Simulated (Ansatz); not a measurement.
**CsH (Pm-3m, No. 221, 2 atoms in the cell; start mp-632319; a measured phase of this formula has another space group)**

Computed with r²SCAN-D4 (Ansatz, an electronic-structure program, plane waves, PAW).

Run with plane-wave cutoff 500 eV, 10×10×10 k mesh, gaussian smearing 0.02 eV, scalar-relativistic PAW data made under PBE.

Cell (relaxed at this level):

```xyz
2
Lattice="3.7799 0.0000 0.0000 0.0000 3.7799 0.0000 0.0000 0.0000 3.7799" Properties=species:S:1:pos:R:3 pbc="T T T"
Cs     0.0000     0.0000     0.0000
H      1.8900     1.8900     1.8900
```

```yaml
band_gap: 3.17 eV (on the SCF k mesh)
```

Note: the relaxation could not lower the start's symmetry, so the cell can be a saddle point above a distorted one.

Spin–orbit coupling is not included.

The computed numbers hold no vibrational or temperature effects.

It cost roughly 19 core-seconds of CPU time.

A start named mp-… is a Materials Project structure, which need not be a measured phase.
